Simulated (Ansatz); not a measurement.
Input:

```xyz
12
Lattice="5.1545 0.0000 0.0096 0.0000 5.2335 0.0000 -0.8887 0.0000 5.2564" Properties=species:S:1:pos:R:3 pbc="T T T"
Zr     1.2392     0.2247     1.1050
Zr     3.4709     2.8414     1.5328
Zr     3.0266     5.0088     4.1610
Zr     0.7948     2.3921     3.7332
O      0.0521     1.7502     1.8023
O      4.6580     4.3669     0.8355
O      4.2137     3.4833     3.4637
O     -0.3923     0.8666     4.4305
O      1.8877     3.9649     2.5188
O      2.8224     1.3482     0.1190
O      2.3781     1.2686     2.7472
O      1.4433     3.8854     5.1470
```

No spin polarisation.

Level of theory: Ansatz (a program for electronic structure), PBE, PAW, cutoff 420 eV, no spin-orbit coupling. k-mesh 5×5×5 (Γ-centred); smearing 0.05 eV (Fermi–Dirac).

Question: Predict the valence-band top at Γ, smallest direct gap, band gap and gap character.

Answer: 
- Valence-band top at Γ (three highest levels, from the VBM) = 0.00, -0.19, -0.50 eV
- Smallest direct gap = 3.71 eV
- Band gap = 3.63 eV
- Gap character = indirect, Γ → Y₂

Load acts through the strain it causes; cell and atoms are relaxed under it. Stability against distortions was not tested. The cell was made from ZrO₂ (space group P2_1/c, No. 14) by this change: pressure 3 GPa.
